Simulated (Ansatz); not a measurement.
Start from CdS in the zinc blende structure (space group F-43m, No. 216; a = 5.8778 Å).

The values are results of r2SCAN in Ansatz (plane waves to 500 eV, PAW, no spin-orbit coupling), not measurements.

Before the change:

The band gap is 1.54 eV. The shortest interatomic distance is 2.545 Å.

Perturbation: hydrostatic tension (pressure −2 GPa).

### Question
How does this affect the band gap?

### Answer
The band gap falls by 0.08 eV to 1.46 eV.

### Question
Predict the new shortest interatomic distance.

### Answer
The shortest interatomic distance goes up by 0.030 Å to 2.575 Å.

Load acts through the strain it causes; cell and atoms are relaxed under it. Gaps are read on the SCF mesh and a high-symmetry path. Whether these cells are dynamically stable was not tested.

Ansatz is a first-principles code.
